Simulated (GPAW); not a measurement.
GPAW run on MgSn5 (R32, 6 atoms in the cell): self-consistent single point.

Computed with PBEsol, GPAW PAW datasets PBEsol (made by gpaw-setup) (plane waves; GPAW 25.7.0).

The change in words: lattice scaled by 0.98. Reference geometry:
```
MgSn5
1.0
    2.84265     1.64120     5.56202
   -2.84265     1.64120     5.56202
    0.00000    -3.28241     5.56202
Mg Sn
1 5
Cartesian
  0.00000   0.00000   8.34303
  0.91267   1.64120   5.56202
 -1.87766  -0.03021   5.56202
  0.96499  -1.61100   5.56202
  0.00000   0.00000   2.77638
  0.00000   0.00000  13.90969
```

Reference input (self-consistent single point, DFT PBEsol, plane waves, GPAW PAW datasets PBEsol (made by gpaw-setup)): mode = pw; ecut = 850 eV; xc = PBEsol; kpts = 4 4 4; mesh shift (steps) = 0 0 0; occupations.name = fermi-dirac; occupations.width = 0.1 eV; nbands = -10; convergence.forces = 0.001 eV/Å; symmetry.symmorphic = false; symmetry.tolerance = 0.0005; maxiter = 150. This run's input differs from it in these lines:

```diff
@@ -5,5 +5,5 @@
 atoms = Atoms(['Mg', 'Sn', 'Sn', 'Sn', 'Sn', 'Sn'],
-              cell=[[2.842647, 1.641203, 5.562021],
-                    [-2.842647, 1.641203, 5.562021],
-                    [0.000000, -3.282407, 5.562021]],
+              cell=[[2.785794, 1.608379, 5.450781],
+                    [-2.785794, 1.608379, 5.450781],
+                    [0.000000, -3.216759, 5.450781]],
               scaled_positions=[[0.500000, 0.500000, 0.500000],
```

Log, with long lists cut:

```
     iter     time        total  log10-change:
                         energy   eigst   dens  force
iter:   1 --:--:--   -24.417099
iter:   2 --:--:--   -24.485024   -0.92  -1.70
iter:   3 --:--:--   -24.375957   -1.62  -1.71
iter:   4 --:--:--   -24.387973   -2.44  -2.18
iter:   5 --:--:--   -24.377686c  -3.16  -2.34
iter:   6 --:--:--   -24.375363c  -4.43  -2.82
iter:   7 --:--:--   -24.374377c  -4.92  -2.82
iter:   8 --:--:--   -24.373484c  -4.99  -3.11
iter:   9 --:--:--   -24.373497c  -5.52  -3.39
iter:  10 --:--:--   -24.373541c  -5.61  -3.64
iter:  11 --:--:--   -24.373526c  -6.29  -3.75
iter:  12 --:--:--   -24.373521c  -7.16  -3.82
iter:  13 --:--:--   -24.373502c  -6.85  -3.85
iter:  14 --:--:--   -24.373485c  -6.55  -3.92
iter:  15 --:--:--   -24.373485c  -6.66  -4.30c
iter:  16 --:--:--   -24.373484c  -7.77c -4.29c
iter:  17 --:--:--   -24.373485c  -8.03c -4.75c -2.33
iter:  18 --:--:--   -24.373484c  -8.93c -4.90c -2.82
iter:  19 --:--:--   -24.373485c  -9.68c -5.01c -3.40c
Converged after 19 iterations.

Dipole moment: (0.000000, 0.000000, -0.000000) |e|*Ang

Energy contributions relative to reference atoms: (reference = -845117.202059)

Kinetic:        +25.278059
Potential:      -20.732806
External:        +0.000000
XC:             -28.796141
Entropy (-ST):   -0.072412
Local:           -0.086390
SIC:             +0.000000
--------------------------
Free energy:    -24.409691
Extrapolated:   -24.373485

Showing only first 2 kpts
 Kpt  Band  Eigenvalues  Occupancy
  0    38      5.19323    2.00000
  0    39      5.42015    2.00000
  0    40      5.42015    2.00000
  0    41      6.92321    1.99655

  1    38      6.81633    1.99881
  1    39      7.30649    1.85196
  1    40      7.98442    0.02805
  1    41      9.21812    0.00000

Fermi level: 7.55915

No gap
   [... lines left out ...]
  0 Mg    0.00000    0.00000    0.00000
  1 Sn    0.08872    0.00000    0.00000
  2 Sn   -0.04436    0.07683    0.00000
  3 Sn   -0.04436   -0.07683    0.00000
  4 Sn   -0.00000   -0.00000    0.06330
  5 Sn    0.00000    0.00000   -0.06330

Stress tensor:
    -0.002189    -0.000000    -0.000000
    -0.000000    -0.002189    -0.000000
    -0.000000    -0.000000    -0.023260
Stress (GPa, Voigt): [-0.3507 -0.3507 -3.7266 -0.     -0.     -0.    ]
```

The run converged in 19 iterations. GPAW prints stress with tension positive. Against the reference run the free energy drops by 2.5 meV/atom, the pressure goes from -1.84 to 1.48 GPa and the largest force goes from 0.082 to 0.089 eV/Å.

The starting cell comes from a database of computed structures (which also holds hypothetical and non-ambient phases and stackings), without a prior relaxation at this level. Its lattice was rescaled by a random factor within 2.5 % of one. For this run, on top of that: lattice scaled by 0.98.

Cost on one core of a shared machine: roughly 2 min.
